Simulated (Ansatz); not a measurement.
We consider zinc-blende CaO (model structure), described by PBEsol (PAW; Ansatz, an electronic-structure program).

Numerical settings: plane-wave cutoff 500 eV, 14×14×14 k mesh, Fermi–Dirac smearing 0.05 eV, scalar-relativistic PAW data made under PBE.

Cell (relaxed at this level):

```yaml
crystal:
  lattice:
    - [0.00000, 2.58979, 2.58979]
    - [2.58979, 0.00000, 2.58979]
    - [2.58979, 2.58979, 0.00000]
  atoms:
    - { symbol: Ca, position: [0.00000, 0.00000, 0.00000] }
    - { symbol: O, position: [0.25000, 0.25000, 0.25000] }
```

Question: Give the computed band gap.

Answer: 
- band gap = 3.27 eV (on the SCF k mesh)

Note: the relaxation could raise the start's symmetry but not lower it, so the cell can be a saddle point.

Computed values are for the static lattice.

It cost around 24 core-seconds (rough) of CPU time.

A model structure was made by putting elements into a prototype or built by hand; it is no filed structure, need not be a known phase, and can be a saddle point held by its symmetry.
